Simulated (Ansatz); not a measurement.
## Hf in the diamond structure (space group Fd-3m, No. 227; a hypothetical phase, not in the database extracts checked)

```
CELL_PARAMETERS angstrom
      0.00000     3.27229     3.27229
      3.27229     0.00000     3.27229
      3.27229     3.27229     0.00000
ATOMIC_POSITIONS crystal
  Hf 0.25000 0.25000 0.25000
  Hf 0.00000 0.00000 0.00000
```

Computed with PBE (Ansatz, a quantum-chemistry and plane-wave program), no spin-orbit coupling. Γ-centred 12×12×12 mesh, Fermi–Dirac width 0.05 eV.

- Volume per atom: 35.04 Å³
- Density: 8.46 g/cm³
- Band gap: zero
- Total energy: -15718.671 eV/atom (σ→0; compares only within this code and set-up)

Stability against distortions was not tested. All final runs are without spin polarisation. Hf has a high density of states at the Fermi level and may be magnetic at this level.
